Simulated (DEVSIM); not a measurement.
Structure: Schottky contact on n-type ZnO, at 350 K.

Layer 1 from the left is ZnO, thickness (μm) 8.00, Nd (cm⁻³) 3.5e15, τn (s) 5.2e-9, τp (s) 5.2e-9. Layer 2 from the left is ZnO, thickness (μm) 4.10, Nd (cm⁻³) 2.1e18, τn (s) 5.2e-9, τp (s) 5.2e-9.

Left contact: Schottky, work function 5.38 eV, emission velocity 4.3e6 cm/s. Right contact: ohmic. Voltage is applied to the left contact. Recombination: SRH at mid-gap, Auger. Mobility is μmin + (μ − μmin)/(1 + (N/Nref)^α).

This is a model device: material constants are rounded textbook-type values typed into the input, and sizes, dopings and lifetimes were drawn at random. Values at 300 K; Nc and Nv go as T^1.5, mobilities as T to minus their exponent, the gap by Varshni's rule with the affinity fixed.

ZnO: gap (eV) 3.37, affinity (eV) 4.5, permittivity 8.7, Nc (cm⁻³) 3.7e18, Nv (cm⁻³) 1.8e19, μn (cm²/Vs) 200, μp (cm²/Vs) 20, μn,min 20, μp,min 2, Nref,n 1e18, Nref,p 1e18, αn 0.6, αp 0.6, T exponent of μn 1.5, T exponent of μp 1.5, Cn (cm⁶/s) 1e-31, Cp (cm⁶/s) 1e-31, Varshni α (eV/K) 0.00055, Varshni β (K) 900.

Model (solved in DEVSIM): 1D drift-diffusion, Boltzmann statistics, complete ionisation; no tunnelling, impact ionisation, image-force lowering or self-heating. Metal contacts follow the ideal Schottky-Mott rule: no Fermi-level pinning, no interface dipoles.

Dark forward current:

```tsv
|V| (V)	|J| (A/cm²)
0.05	1.465e-6
0.10	8.938e-6
0.15	4.704e-5
0.20	0.0002406
0.25	0.001218
0.30	0.006112
0.35	0.03018
0.40	0.1431
0.45	0.6012
0.50	1.928
0.55	4.404
0.60	7.780
0.65	11.72
0.70	16.02
0.75	20.56
0.80	25.25
0.85	30.06
0.90	34.97
0.95	39.94
1.00	44.97
1.05	50.04
1.10	55.15
1.15	60.29
1.20	65.46
1.25	70.66
1.30	75.87
```

Work out the local ideality factor n = ΔV / (kT/q · ln(J2/J1)) between the rows 0.15 and 0.20 V, 1.25 and 1.30 V.

kT/q = 30.16 mV. From 0.15 to 0.20 V: ln(0.0002406/4.704e-5) = 1.632, n = 1.02, near the 1 of diffusion or emission over a barrier. From 1.25 to 1.30 V: ln(75.87/70.66) = 0.071, n = 23.30; the layers' resistance at their doping, Σ W/(qμN) = 0.0093 Ω cm², would take 48 mV of this step of 50 mV.

Estimate the current at 0.25 V for emission alone, J0 = q v N_band exp(−φB/kT), and read the barrier back from the simulated current.

φB = 0.880 eV, N_band = 4.66e18 cm⁻³, J0 = 6.84e-7 A/cm²; J = J0 (exp(qV/kT) − 1) = 0.00272 A/cm². The simulation gives 0.00122 A/cm²; the estimate lies 120 % above. Read backwards, the simulated current gives an apparent barrier of 0.904 eV. The estimate leaves out transport through the depletion region and minority injection.
